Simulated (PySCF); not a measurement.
PySCF 2.14.0, BP86/def2-svp, df: Zn(F)(Br)(OH2)2 ([OH2]->[Zn](<-[OH2])([F])[Br]), 9 atoms. The geometry is a generated start, not checked to be a minimum at this level.

task: energy
method: bp86
basis: def2-svp
two-electron scheme: density fitting
mol.max_memory: 3000 MB
mf.max_cycle: 100
mf.conv_tol: 1e-09 (default)
mf.grids.level: 3 (default)
basis functions: 125
grid points: 122728

```xyz
9

Zn     0.6687    -0.3500     0.4655
F      1.3628     0.7083    -0.7273
Br     1.4352    -2.2546     1.3656
O     -0.8111    -0.8801    -1.0997
H     -0.8052    -1.7932    -1.4082
H     -0.4576    -0.3402    -1.8204
O     -0.3067     1.3720     1.3007
H     -1.2483     1.5105     1.1596
H      0.1622     2.0275     0.7643
```

Charge 0 and multiplicity 1 are set for this test and not shown to be the ground state.

With the defaults (mf.DIIS = CDIIS, mf.diis = true, mf.init_guess = minao, mf.level_shift = 0, mf.diis_space = 8, mf.damp = 0, mf.diis_start_cycle = 1, newton = off) it converges in 14 Fock builds. One run each on 2 threads, 1 BLAS thread, with these changes:
- mf.DIIS = ADIIS
- mf.diis_space = 20
- mf.level_shift = 0.3 Hartree
- mf.diis = false
- mf.level_shift = 1 Hartree
- mf.damp = 0.3, mf.diis_start_cycle = 4
- mf.DIIS = EDIIS
- mf.init_guess = mod_huckel
- newton = Hessian by the SCF's own integrals

Q: Which runs fail or end elsewhere than the default run?

A: No convergence: mf.DIIS = EDIIS; mf.diis = false (the run ends without SCF convergence in 100 cycles). The rest reach the solution of the defaults.

```
setting                                      Fock builds             end
-------------------------------------------  -----------  --------------
mf.diis_space = 20                                    13   same solution
the defaults                                          14   same solution
mf.init_guess = mod_huckel                            14   same solution
mf.level_shift = 0.3 Hartree                          17   same solution
mf.damp = 0.3, mf.diis_start_cycle = 4                19   same solution
mf.DIIS = ADIIS                                       26   same solution
mf.level_shift = 1 Hartree                            40   same solution
newton = Hessian by the SCF's own integrals           43   same solution
mf.DIIS = EDIIS                                      101  no convergence
mf.diis = false                                      101  no convergence
```

Under newton the count holds the products with the orbital Hessian.
